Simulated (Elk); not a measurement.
Worked example: self-consistent single point of CdS (F-43m, 2 atoms in the cell) in Elk.

Method: PBE, spin-orbit coupling in second variation, all-electron FP-LAPW, Elk's shipped species files, APW+lo basis with extra local orbitals (Elk).

```
CdS
1.0
    0.00000     2.94295     2.94295
    2.94295     0.00000     2.94295
    2.94295     2.94295     0.00000
Cd S
1 1
Direct
  0.00000   0.00000   0.00000
  0.25000   0.25000   0.25000
```

Reference input (self-consistent single point, DFT, PBE, all-electron FP-LAPW, Elk's shipped species files, APW+lo basis with extra local orbitals): xctype = 20; rgkmax = 8; stype = 0; swidth = 0.0001 Ha; ngridk = 5 5 5; tforce = true; gmaxvr = 18 1/bohr; lmaxapw = 10; lmaxo = 8; nxlo = 2; lorbcnd = true; lradstp = 2. This run's input differs from it in these lines:

```diff
@@ -5,2 +5,5 @@
   20
+
+spinorb
+  .true.
 
@@ -39,2 +42,5 @@
 
+nempty
+  10
+
 stype
```

Log, with long lists cut:

```
│ Self-consistent loop started │
│ Loop number : 1 │
 total energy                :     -5998.21795564
 total moment                :   0.2341941251E-19 -0.9378841276E-20  0.1040317293E-19
│ Loop number : 2 │
 total energy                :     -5998.28261506
 total moment                :   0.4421437223E-19  0.1348260586E-19 -0.2344030583E-19
RMS change in Kohn-Sham potential (target) :   0.1565663669     (  0.1000000000E-05)
Absolute change in total energy (target)   :   0.6465942199E-01 (  0.1000000000E-03)
│ Loop number : 3 │
 total energy                :     -5998.05741247
   [... lines left out ...]
 total energy                :     -5995.30573887
 total moment                :   0.1941336341E-19  0.2456826912E-20  0.4081374985E-19
RMS change in Kohn-Sham potential (target) :   0.3035240252E-06 (  0.1000000000E-05)
Absolute change in total energy (target)   :   0.2736299175E-03 (  0.1000000000E-03)
│ Loop number : 14 │
 total energy                :     -5995.30571528
 total moment                :   0.2124424847E-19  0.1195148343E-19 -0.1371674528E-19
RMS change in Kohn-Sham potential (target) :   0.1586042874E-06 (  0.1000000000E-05)
Absolute change in total energy (target)   :   0.9200177919E-04 (  0.1000000000E-03)
Convergence targets achieved

│ Loop number : 15 │

Energies :
 Fermi                       :     0.114433107238
 xc effective B-field        :    -0.240001808895E-10
 external B-field            :      0.00000000000
 total energy                :     -5995.30570380
 (external B-field energy excluded from total)

Density of states at Fermi energy :   0.8448834902E-05
 (states/Hartree/unit cell)

Estimated indirect band gap :   0.3899392407E-01
 from k-point      1 to k-point      1
Estimated direct band gap   :   0.3899392407E-01
 at k-point      1

Charges :
 core                        :    40.00000000
 valence                     :    24.00000000
 interstitial                :    3.579357608
 muffin-tins (core leakage)
  species :    1 (Cd)
   atom    1                 :    46.30458048     (  0.5589029201E-03)
   [... lines left out ...]
 total moment                :   0.2887316429E-19  0.7390027626E-19  0.1345594800E-19
   [... lines left out ...]
   total force               :    -0.00000000   -0.00000000    0.00000000
   total magnitude           :     0.00000000
 species :    2 (S)
  atom :    1
   Hellmann-Feynman          :     0.00000000   -0.00000000   -0.00000000
   IBS                       :    -0.00000000    0.00000000    0.00000000
   total force               :     0.00000000    0.00000000   -0.00000000
   total magnitude           :     0.00000000
```

The run converged in 15 iterations. The count includes the last loop, which Elk runs after its targets are met. Against the reference run the gap on the mesh goes from 1.078 to 1.061 eV.

The starting cell comes from a database of computed structures (which also holds hypothetical and non-ambient phases and stackings), without a prior relaxation at this level. Values depend on the basis (sphere radii, cutoffs, local orbitals), which need not be converged.
